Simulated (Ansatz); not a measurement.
Ansatz (a quantum-chemistry and plane-wave program), DFT, HSE06, plane waves, its default PAW files: diamond-structure Si, 2 atoms. Basis and mesh were picked for this test and aren't claimed converged.

Ansatz 0.2 input:
```yaml
crystal:
  lattice:
    - [0.0, 2.7155, 2.7155]
    - [2.7155, 0.0, 2.7155]
    - [2.7155, 2.7155, 0.0]
  atoms:
    - { symbol: Si, position: [0.0, 0.0, 0.0] }
    - { symbol: Si, position: [0.25, 0.25, 0.25] }
kpoints:
  mp_grid: { grid: [8, 8, 8] }
hamiltonian:
  xc: hse06
  pseudopotentials: { kind: paw }
scf:
  occupations: { method: fixed }
output:
  forces: true
```

The program reports k-points after symmetry: 29, bands at the start: 8, electrons: 8, plane waves at Γ: 749, cutoff (eV): 420, FFT grid: 27×27×27, symmetry operations: 48.

Machine: one whole node, Intel Xeon 6 (Granite Rapids), 96 cores on 1 socket, 2 hardware threads a core, 3 L3 cache groups, 3 NUMA nodes.

Each time is the median wall time of two to five repeats, run one at a time on the otherwise empty machine; start-up is included. Unless noted, each process is bound to its own block of adjacent cores. Build: release build for x86-64 with AVX-512, one process with threads. Other compilers and libraries give other times. Scratch files lie in a memory file system.

Started as
```bash
OMP_NUM_THREADS=88 ANSATZ_TIMINGS=1 ansatz run --backend cpu --threads 88 --max-ram 200GiB --events-out run.ndjson --runs-dir run.runs --progress --plain run.yaml
```
(88 threads, scf.exx.build = auto (default), scf.exx.ecutfock_ratio = not set) it takes 1.3 s and 10 SCF iterations (all cycles of the run, searches included).

What happens to the run time with scf.exx.build = pair_densities, scf.exx.ecutfock_ratio = 2?

About 12 s (2 runs within 2 %): 9.1× as long. Applications of H to a band go from 13216 to 13217. Change in the result: energy under 0.001 meV/atom.
